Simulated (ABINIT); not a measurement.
ABINIT run on Ru (P6_3/mmc, 2 atoms in the cell): self-consistent single point.

Method: PBE, PAW (JTH v2.0 PBE PAW) (plane waves; ABINIT 10.0.3).

The change in words: lattice scaled by 0.98. Reference geometry:
```
Ru
1.0
    2.75576     0.00000     0.00000
   -1.37788     2.38656     0.00000
    0.00000     0.00000     4.34365
Ru
2
Direct
  0.33333   0.66667   0.25000
  0.66667   0.33333   0.75000
```

Reference input (self-consistent single point, DFT, PBE, plane waves, PAW (JTH v2.0 PBE PAW)): pseudos = [Ru.GGA_PBE-JTH.xml]; ecut = 20 Ha; pawecutdg = 40 Ha; pawxcdev = 0; occopt = 7; tsmear = 0.1 eV; ngkpt = 18 18 10; nshiftk = 1; shiftk = 0 0 0; potentials = JTH v2.0 PBE PAW; nband = 22; kptopt = 1. This run's input differs from it in these lines:

```diff
@@ -5,5 +5,5 @@
 rprim
-         5.2076294474   -0.0000003963    0.0000000000
-        -2.6038143805    4.5099395931    0.0000000000
-         0.0000000000    0.0000000000    8.2082994326
+         5.1034771813   -0.0000008662    0.0000000000
+        -2.5517378405    4.4197413197    0.0000000000
+         0.0000000000    0.0000000000    8.0441332550
 natom 2
```

Log, with long lists cut:

```
--- !BeginCycle
solver: {iscf: 17, nstep: 100, nline: 4, wfoptalg: 10, }
tolerances: {tolvrs: 1.00E-12, }
...

     iter   Etot(hartree)      deltaE(h)  residm     nres2
 ETOT  1  -188.80418085186    -1.888E+02 1.320E+01 6.707E+00
 ETOT  2  -191.41603498996    -2.612E+00 1.578E-01 8.487E+00
 ETOT  3  -191.38983007615     2.620E-02 1.622E-01 1.313E+00
 ETOT  4  -191.38588605414     3.944E-03 4.226E-02 5.053E-02
 ETOT  5  -191.38585126883     3.479E-05 1.577E-02 3.586E-04
   [... 4 lines left out ...]
 ETOT 10  -191.38585793993     1.549E-10 5.317E-04 4.398E-10
 ETOT 11  -191.38585793994    -1.120E-11 5.203E-04 6.737E-11
 ETOT 12  -191.38585793994     6.253E-13 4.014E-04 1.652E-12
 ETOT 13  -191.38585793994    -9.095E-13 2.568E-04 4.327E-13
 At SCF step   13       nres2   =  4.33E-13 < tolvrs=  1.00E-12 =>converged.

 Cartesian components of stress tensor (hartree/bohr^3)
  sigma(1 1)= -2.45747536E-04  sigma(3 2)=  0.00000000E+00
  sigma(2 2)= -2.45747535E-04  sigma(3 1)=  0.00000000E+00
  sigma(3 3)= -2.90185473E-04  sigma(2 1)=  1.69759752E-14

 ----iterations are completed or convergence reached----

 reduced coordinates (array xred) for    2 atoms
       0.333333333333      0.666666666667      0.250000000000
       0.666666666667      0.333333333333      0.750000000000
 cartesian forces (eV/Angstrom) at end:
    1     -0.00000000000000     0.00000000000000    -0.00000000000000
    2      0.00000000000000    -0.00000000000000    -0.00000000000000
 frms,max,avg= 1.5663969E-27 2.3495957E-27   0.000E+00  0.000E+00  0.000E+00 e/A
   [... lines left out ...]
 Fermi (or HOMO) energy (hartree) =   0.53629   Average Vxc (hartree)=  -0.48913
   [... lines left out ...]
'-kT*entropy'       : -3.29850155223815E-04
total_energy        : -1.91385857583255E+02
total_energy_eV     : -5.20787403607324E+03
...

-Cartesian components of stress tensor (GPa)         [Pressure=  7.6659E+00 GPa]
- sigma(1 1)= -7.23014091E+00  sigma(3 2)=  0.00000000E+00
- sigma(2 2)= -7.23014087E+00  sigma(3 1)=  0.00000000E+00
- sigma(3 3)= -8.53754994E+00  sigma(2 1)=  4.99450351E-10

 Calculation completed.
```

The run converged in 13 iterations. Against the reference run the free energy drops by 10.3 meV/atom and the pressure goes from -10.55 to 7.67 GPa.

The starting cell comes from a database of computed structures (which also holds hypothetical and non-ambient phases and stackings), without a prior relaxation at this level. Its lattice was rescaled by a random factor within 2.5 % of one. For this run, on top of that: lattice scaled by 0.98. Spin polarisation is off. With a pressure of about 8 GPa the cell is away from its equilibrium volume at this level.

Cost on one core of a shared machine: roughly 8 min.
